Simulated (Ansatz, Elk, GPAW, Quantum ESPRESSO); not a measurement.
**Code comparison for CrCo3 (Pm-3m, 4 atoms in the cell)**

Self-consistent single point.

```
CELL_PARAMETERS angstrom
      3.49324     0.00000     0.00000
      0.00000     3.49324     0.00000
      0.00000     0.00000     3.49324
ATOMIC_POSITIONS crystal
  Cr 0.00000 0.00000 0.00000
  Co 0.50000 0.50000 0.00000
  Co 0.00000 0.50000 0.50000
  Co 0.50000 0.00000 0.50000
```
Moments meant for the start (each program seeds them in its own way; μB, in the order of the atoms Cr Co Co Co): 3.0 3.0 3.0 3.0.

All programs got the same cell, k-point mesh and kind of occupations, and the same starting moments (in Ansatz's words: kpoints.mp_grid.grid = 9 9 9; magnetization.spin_polarized = true; scf.occupations.method = gaussian; scf.occupations.width = 0.1 eV); potentials, basis and cutoffs are each program's usual ones.

| code | model | pressure (GPa) | size of the net moment (μB/atom) | cutoff |
|---|---|---|---|---|
| Quantum ESPRESSO | LDA (PZ), GBRV 1.5 ultrasoft (LDA) pseudopotentials | -17.26 | 0.18 | 50 Ry |
| GPAW | LDA (Perdew-Wang 92), GPAW PAW datasets LDA (gpaw-data 1.0.1) | -16.55 | 0.13 | 800 eV |
| Elk | LDA (PW92), all-electron FP-LAPW, Elk's shipped species files, default APW+lo basis | – | 0.12 | rgkmax 7 |
| Ansatz | LDA (PW92), PAW files made with PBE | -18.16 | 0.13 | default |

A dash marks a value that a program does not give, or that is left out as unsure.

The spread over the programs that give each value: pressure within 1.61 GPa; size of the net moment within 0.06 μB/atom.

The starting cell comes from a database of computed structures (which also holds hypothetical and non-ambient phases and stackings), without a prior relaxation at this level. Its lattice was rescaled by a random factor within 2.5 % of one. On Ansatz's run: The magnetic order is the one reached from the typed start; others were not searched systematically. The program warned that a starting moment was not kept. In the base run, with a pressure of about -18 GPa the cell is away from its equilibrium volume at this level.

Task: Why do the programs differ, and what cannot be compared?

Result: Differences of this kind can come from the potentials, where these differ, and from what each basis and cutoff leave unconverged. The valence holds different numbers of electrons (Quantum ESPRESSO 65, GPAW 33, Ansatz (a program for electronic structure) 65). The zero of total energies and Fermi levels follows the potentials and each program's conventions, so they are not compared here. Elk treats all electrons, but the usual bases taken here (sphere radii, linearisation, local orbitals, empty states) were not tested for convergence, so the values are no reference for the others. Ansatz's pressure is given at a fixed set of plane waves, as the other plane-wave codes print theirs; with its correction for the finite basis it is -18.05 GPa. The same LDA comes in different parametrisations, which differ slightly. Site moments depend on each program's spheres or projections; the total moment of the cell does not.

Left out of this page: ABINIT (stopped by limits of time or memory); FLEUR and SIESTA (failed or unconverged).

Keys are those of Ansatz 0.2.
